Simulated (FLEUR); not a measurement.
FLEUR run on MgAl₃ (I4/mmm, 4 atoms in the cell): self-consistent single point.

Method: PBEsol, all-electron FLAPW (FLEUR), scalar-relativistic valence.

The change in words: lattice scaled by 0.98. Reference geometry:
```
CELL_PARAMETERS angstrom
     -2.04547     2.04547     4.12038
      2.04547    -2.04547     4.12038
      2.04547     2.04547    -4.12038
ATOMIC_POSITIONS crystal
  Mg 0.00000 0.00000 0.00000
  Al 0.50000 0.50000 0.00000
  Al 0.25000 0.75000 0.50000
  Al 0.75000 0.25000 0.50000
```

Reference input (self-consistent single point, DFT, PBEsol, all-electron FLAPW (FLEUR), scalar-relativistic valence): Kmax = 4 1/bohr; GmaxXC = 16 1/bohr; xcFunctional = PBEs; jspins = 1; l_soc = F; mode = gauss; fermiSmearingEnergy = 0.00367493 Htr; mesh (inpgen div1-3) = 8 8 8; inpgen gamma flag = true; Gmax = 16 1/bohr; numbands = 0; maxIterBroyd = 99. This run's input differs from it in these lines:

```diff
@@ -3,6 +3,6 @@
 &input film=f /
--0.4062963870 0.4062963870 0.8184415018
-0.4062963870 -0.4062963870 0.8184415018
-0.4062963870 0.4062963870 -0.8184415018
-9.5136905463
+-0.4062964615 0.4062964615 0.8184414278
+0.4062964615 -0.4062964615 0.8184414278
+0.4062964615 0.4062964615 -0.8184414278
+9.3234168857
 1.0 1.0 1.0
@@ -46,5 +46,5 @@
          <bravaisMatrix>
-            <row-1>   -3.8653780959977460     3.8653780959977460     7.7863991783742339</row-1>
-            <row-2>    3.8653780959977460    -3.8653780959977460     7.7863991783742339</row-2>
-            <row-3>    3.8653780959977460     3.8653780959977460    -7.7863991783742339</row-3>
+            <row-1>   -3.7880712897492601     3.7880712897492601     7.6306706279069374</row-1>
+            <row-2>    3.7880712897492601    -3.7880712897492601     7.6306706279069374</row-2>
+            <row-3>    3.7880712897492601     3.7880712897492601    -7.6306706279069374</row-3>
          </bravaisMatrix>
```

Output (repeated stretches shortened):

```
 Iteration:     1   Distance:       3.75143417 me/bohr^3
 Iteration:     2   Distance:       3.54629468 me/bohr^3
 Iteration:     3   Distance:       1.20722480 me/bohr^3
 Iteration:     4   Distance:       0.26171664 me/bohr^3
 Iteration:     5   Distance:       0.21550987 me/bohr^3
   [... 5 lines left out ...]
 Iteration:    11   Distance:       0.00020323 me/bohr^3
 Iteration:    12   Distance:       0.00002919 me/bohr^3
 Iteration:    13   Distance:       0.00001338 me/bohr^3
 Iteration:    14   Distance:       0.00000268 me/bohr^3
 Run finished successfully
 Stop message:
   Structural relaxation: Done

[file out, last iteration]
             iter=     15
[...]
          total density-effective poten   -1.4200356683E+03
          total charge density-energy d   -7.0515461503E+01
 Updated energy parameters for spin:           1
[...]
 fermi energy and band-weighting factors:

[...]
FERMIE:
          first approx. to ef    (T=0)  :   0.273700 htr   (energy of the highest occ. eigenvalue)
          number of occ. states  (T=0)  :        562
          first approx. to seigv (T=0)  : -11.349315 htr
          sum of weights of occ. states :   9.513672
          sum of semicore charge        :   0.000000 e
          fermi energy=   0.27324 har   work function=  -7.43521 ev
          number of valence electrons=  19.00000
     band-weighting factor for spin=    1
   [... lines left out ...]
          total moment                 =     0.00000
 Direct bandgap for spin            1 :    2.1267743348781065E-002  Htr
 ---->    free energy=                      -926.9388170498 htr
   [... lines left out ...]
 TOTAL FORCE FOR ATOM TYPE=  1  X=  0.000   Y=  0.000   Z=  0.000
                       FX_TOT= 0.000000 FY_TOT= 0.000000 FZ_TOT= 0.000000
 TOTAL FORCE FOR ATOM TYPE=  2  X=  0.000   Y=  0.000   Z=  7.631
                       FX_TOT= 0.000000 FY_TOT= 0.000000 FZ_TOT= 0.000000
 TOTAL FORCE FOR ATOM TYPE=  3  X=  0.000   Y=  3.788   Z= -3.815
                       FX_TOT= 0.000000 FY_TOT= 0.000000 FZ_TOT= 0.000000
 Structural relaxation: Done
```

The run converged in 14 iterations. FLEUR gives forces in its relaxation mode, with a further iteration, so its stop message speaks of a relaxation. Against the reference run the total energy rises by 21.4 meV/atom.

The starting cell comes from a database of computed structures (which also holds hypothetical and non-ambient phases and stackings), without a prior relaxation at this level. For this run, on top of that: lattice scaled by 0.98. Values depend on the basis (sphere radii, cutoffs, local orbitals), which need not be converged. The log's line on a gap gives a spacing of levels on this mesh, which the program prints for metals too.

Cost on one core of a shared machine: roughly 2 min.
